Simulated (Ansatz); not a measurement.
Take CsPbCl3 in the cubic perovskite structure (space group Pm-3m, No. 221; a = 5.521 Å) as the base. Axes: x, y, z lie along the cube axes.

Calculations: LDA (Ansatz, a first-principles code), no spin-orbit coupling.

For the base:

The valley order is R along ⟨111⟩ 1.53 eV; Γ 2.75 eV.

Modification: biaxial strain +0.50 %, plane normal [111], relaxed out of plane (Cartesian); in-plane vectors clamped, the third vector and the atoms free.

### Question
Estimate the effect on the valley order and in-plane stress.

### Answer
The valley order (the lowest conduction-band minima on the path, energy above the VBM, named in the base's zone) goes from R along ⟨111⟩ 1.53 eV; Γ 2.75 eV to R along [111] 1.50 eV; M along [110] 2.19 eV; Γ 2.76 eV; the mean in-plane stress (compression positive) comes out as -0.1 GPa.

With Pb present, leaving out spin-orbit coupling can change the band edges. The levels and masses belong to the bands next to the band gap. Whether these cells are dynamically stable was not tested. Many cubic perovskites are stable only at high temperature; tilts and polar distortions were not tested. This is not the structure that CsPbCl3 has at room temperature and ambient pressure.
